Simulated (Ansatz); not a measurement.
# SiC: x(Al) = 0.333, 6 atoms, Imm2

Take SiC in the zinc blende structure (space group F-43m, No. 216; a = 4.3568 Å) as the base.

The other end (x = 1) is AlC in the zinc blende structure (space group F-43m, No. 216; a hypothetical phase, not in the database extracts checked): 12.40 Å³/atom, gap zero; this end may not be an ambient phase.

Now apply this change: Al replaces 33.3 % of the Si, ordered in a cell of 6 atoms (starting symmetry Imm2) and fully relaxed.

Method: Ansatz (a first-principles code) PBEsol, no SOC. k-mesh 16×16×16 (Γ-centred); smearing 0.05 eV (Fermi–Dirac), for the changed cell.

```tsv
quantity	base	changed	shift
volume per atom	10.34 Å³	10.94 Å³	+0.60 Å³
density	3.22 g/cm³	3.02 g/cm³	-0.20 g/cm³
shortest interatomic distance	1.887 Å	1.873 Å	-0.014 Å
band gap	1.24 eV	zero	–
mixing energy (to 0.01 eV only: unlike meshes or grids) (against an end that may be hypothetical)	–	-0.03 eV/atom	–
deviation of the volume from the linear (Vegard-type) interpolation	–	-0.8 %	–
mean first-shell distances	–	Si–C 1.878 Å (end compound 1.887 Å), Al–C 2.024 Å (end compound 2.005 Å)	–
```

These are small ordered cells, not random alloys; other orderings at the same x differ. Stability against distortions was not tested. The final runs are not spin-polarised. An odd electron count without spin: AlSi2C3 and AlC.
